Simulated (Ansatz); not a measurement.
A periodic model of amorphous Si$_{24}$O$_{48}$NaCl:

```
CELL_PARAMETERS angstrom
     10.43294     0.00000     0.00000
      0.00000    10.43294     0.00000
      0.00000     0.00000    10.43294
ATOMIC_POSITIONS crystal
  Si 0.91793 0.48289 0.43712
  Si 0.89668 0.51748 0.15275
  Si 0.94256 0.01017 0.15386
  Si 0.33929 0.33165 0.09805
  Si 0.52001 0.53198 0.72715
  Si 0.04096 0.76164 0.07479
  Si 0.06930 0.07446 0.62650
  Si 0.13382 0.35336 0.56504
  Si 0.81680 0.95100 0.75676
  Si 0.31033 0.01899 0.78141
  Si 0.65796 0.05222 0.17080
  Si 0.71269 0.19479 0.90813
  Si 0.29153 0.90779 0.04907
  Si 0.97371 0.69839 0.80661
  Si 0.55753 0.82697 0.77590
  Si 0.06323 0.26126 0.12739
  Si 0.11527 0.61342 0.58305
  Si 0.44612 0.27368 0.83746
  Si 0.36254 0.51026 0.48149
  Si 0.39571 0.10754 0.25911
  Si 0.78603 0.48210 0.88626
  Si 0.49738 0.52033 0.20497
  Si 0.55163 0.78655 0.05878
  Si 0.13575 0.08088 0.34181
  O  0.35098 0.17054 0.76748
  O  0.55131 0.66189 0.14897
  O  0.97038 0.38409 0.12416
  O  0.25943 0.62725 0.52265
  O  0.06800 0.69972 0.93230
  O  0.36525 0.48601 0.10780
  O  0.24503 0.98103 0.91968
  O  0.18198 0.81650 0.11321
  O  0.65360 0.51141 0.80641
  O  0.84854 0.50562 0.30040
  O  0.66380 0.15426 0.05167
  O  0.35211 0.01676 0.13902
  O  0.92936 0.01928 0.67035
  O  0.29076 0.06278 0.36896
  O  0.61978 0.79199 0.91678
  O  0.78291 0.06423 0.85838
  O  0.40024 0.80206 0.01409
  O  0.19261 0.99416 0.68124
  O  0.89680 0.56167 0.80524
  O  0.88128 0.82156 0.81524
  O  0.59254 0.22653 0.81120
  O  0.11598 0.47612 0.66174
  O  0.99670 0.61343 0.47872
  O  0.61343 0.90764 0.13210
  O  0.80255 0.32507 0.89818
  O  0.48897 0.50232 0.57684
  O  0.43773 0.92872 0.76333
  O  0.99531 0.64150 0.16138
  O  0.19051 0.30754 0.04954
  O  0.93531 0.87739 0.07011
  O  0.49218 0.68774 0.73446
  O  0.42106 0.42752 0.79946
  O  0.02531 0.36891 0.45077
  O  0.07564 0.71959 0.68921
  O  0.06156 0.06195 0.47391
  O  0.41612 0.54682 0.34175
  O  0.36435 0.25688 0.23165
  O  0.55034 0.09179 0.28022
  O  0.05849 0.97761 0.25370
  O  0.67920 0.89391 0.69669
  O  0.80555 0.03931 0.22450
  O  0.10144 0.22714 0.65121
  O  0.98788 0.13541 0.06779
  O  0.79741 0.54123 0.03289
  O  0.59702 0.41097 0.19899
  O  0.42451 0.26247 0.98925
  O  0.10821 0.21790 0.27116
  O  0.27798 0.37428 0.50048
  Na 0.28123 0.60390 0.94328
  Cl 0.77230 0.42738 0.55335
```

Methods: PBE, scalar-relativistic without spin-orbit coupling (Ansatz, a program for electronic structure); r2SCAN, scalar-relativistic without spin-orbit coupling (Ansatz); HSE06, scalar-relativistic without spin-orbit coupling (Ansatz). Neutral PBE cell, which sets geometry, pressure and energy: sampling: a 2×2×2 Γ-centred mesh; Fermi-Dirac width 0.02 eV; no spin polarisation. Exact exchange is cut at the faces of this 10 Å cell, which leaves hybrid gaps a finite-size error.

The cell was made by melting and quenching with the CHGNet potential and then relaxed with DFT. Anions were pushed apart under 1.9 Å during the dynamics, to hinder bonds among them. The hot cell started wider than the set density and was brought back towards it in steps. It is the lowest in DFT energy of 2 quenches. It is a model cell: composition and starting density were chosen by hand, and all elements were melted together. No dispersion term was used. Its density started from a set value of 2.21 and ended at 2.19 g/cm³. Cooling (nominally 320 K/ps over its main leg) ran many orders faster than in experiment, which tends to leave more defects and strain. A cell of this size samples the disorder only roughly. The volume was free in the relaxation, at fixed shape.

Q: Give the pressure and the spacing of the highest filled and lowest empty levels.

A: 
```json
{
 "Pressure on a 2×2×2 Γ-centred mesh": "0.05 GPa",
 "Largest force and stress component on that mesh (the relaxation ran on the zone centre alone)": "0.05 eV/Å and 2.9 GPa",
 "Level gap on a 2×2×2 Γ-centred mesh (PBE)": "2.74 eV",
 "Level gap at the zone centre (PBE)": "2.73 eV",
 "Level gap at the zone centre (r2SCAN)": "3.31 eV",
 "Level gap at the zone centre (HSE06)": "4.35 eV",
 "Distance between the nearest levels spread over more than a fifth of the atoms or a third of the atoms of their main element (six at least) (PBE, zone centre)": "4.96 eV"
}
```

Q: At PBE and the zone centre, how localised are the states just below and above the Fermi level (participation number: the atoms over which a state spreads)?

A: The highest filled state is spread over 1.5 atoms' worth, largest on O69, with weights by element (charge in smoothed Voronoi cells) O 0.93, Si 0.07, Cl 0.00. The lowest empty state is spread over 59.3 atoms' worth, largest on Na73, with weights by element (charge in smoothed Voronoi cells) O 0.66, Si 0.28, Na 0.05.

At PBE the levels at the filled edge of the gap are localised (band-tail or defect states), and the nearest spread-out levels lie 5.0 eV apart at the zone centre.

Bonds are counted up to Si-Si 2.60 Å, Si-O 1.90 Å, Si-Na 3.05 Å, Si-Cl 2.56 Å, O-O 1.58 Å, O-Na 2.78 Å, O-Cl 2.02 Å, Na-Na 3.65 Å, Na-Cl 3.22 Å, Cl-Cl 2.45 Å. Two cations that share two anions don't count as bonded, nor two that share one unless they lie closer than Si-Si 2.38 Å, Si-Na 2.96 Å, Na-Na 3.55 Å.

Added carriers, by Ansatz with PBE, scalar-relativistic without spin-orbit coupling on the zone centre alone. Charged cells keep the cell fixed and stand in a uniform background, with no image correction, at a width of 0.01 eV; where the count is odd the moment is locked at 1 μB, unless the neutral cell bore moments. Each starts from the undistorted neutral geometry alone. PBE's self-interaction favours spread-out carriers, so it can miss traps that a hybrid finds.

Q: What happens at PBE when the cell takes an extra electron and the atoms relax?

A: Relaxation lowers the charged cell by 0.02 eV. The largest moves are Na73 0.07 Å, O28 0.03 Å, O56 0.02 Å, O64 0.02 Å. The level that holds the added charge spreads over 58.7 atoms' worth, most on Na73 (weight 0.05): a carrier spread over the cell. No bond crosses its cut-off with a change of over 0.15 Å (metal-metal contacts aside). Made neutral again at that geometry, the cell lies +0.02 eV from the neutral start.

Q: What happens at PBE when the cell takes a hole and the atoms relax?

A: Relaxation lowers the charged cell by 0.70 eV. The largest moves are O27 0.32 Å, Si22 0.23 Å, O69 0.22 Å, O34 0.20 Å. The level that was emptied spreads over 1.6 atoms' worth, most on O69 (weight 0.79): a localised (trapped) carrier, which neighbours of that atom can share. No bond crosses its cut-off with a change of over 0.15 Å (metal-metal contacts aside). Made neutral again at that geometry, the cell lies +0.87 eV from the neutral start.

A PBE run started with 1 μB on atoms that lack a bond or may hold spare charge lost its moments; other starts weren't tried.
